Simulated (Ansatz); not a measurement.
Energy from pressure between two volumes: Pt (Fm-3m, 1 atom in the cell)

```xyz
1
Lattice="0.0000 1.9541 1.9541 1.9541 0.0000 1.9541 1.9541 1.9541 0.0000" Properties=species:S:1:pos:R:3 pbc="T T T"
Pt     0.0000     0.0000     0.0000
```

Method of the run: PBEsol, default PAW files made with PBE (plane waves; Ansatz, a first-principles code).

Settings: basis.ecutwfc = 1010 eV; kpoints.mp_grid.grid = 14 14 14; hamiltonian.xc = pbesol; hamiltonian.pseudopotentials = {kind: paw} (the program's default PAW files); scf.occupations.method = gaussian; scf.occupations.width = 0.1 eV. This cutoff ends a ladder whose last two steps agree within 1 meV/atom.

The second cell is the first with its lattice scaled by 0.98, at the same fractional positions.

The starting cell has typed, rounded lattice constants, without a prior relaxation at this level. Its lattice was rescaled by up to half a per cent. Spin polarisation is off. Ansatz's pressure includes its estimate of the finite-basis (Pulay) stress.

| cell | volume (Å³/atom) | pressure (GPa) | F less the first cell's (meV/atom) |
|---|---|---|---|
| first | 14.9239 | 2.07 | 0.00 |
| second | 14.0463 | 23.35 | ? |

Problem. Estimate the energy of the second cell from the pressures, and the bulk modulus between the two volumes.

Solution. With P = −dF/dV, the trapezoid gives ΔF ≈ −(P₁ + P₂)/2 · ΔV = −(12.710 GPa) · (-0.8776 Å³) = 69.62 meV/atom (1 eV/Å³ = 160.22 GPa). The modulus at fixed fractional positions is B = −ΔP/Δln V = 351 GPa, a mean over the interval; zero pressure lies outside it, so this is not the modulus at equilibrium. P(V) is curved, so the trapezoid lies high by about |ΔV|³·B·(1 + B′)/(12·V̄²) = 2.94 meV/atom for an assumed B′ = 4, which leaves 66.68 meV/atom. The runs gave 66.05 meV/atom, a miss of 0.63 meV/atom. Cases were kept where this miss is small, so the page shows the method and is no test of it.

Left out of this page: 15 runs of the series outside the window shown, repeating another row's setting, or not comparable.

Keys are those of Ansatz 0.2.
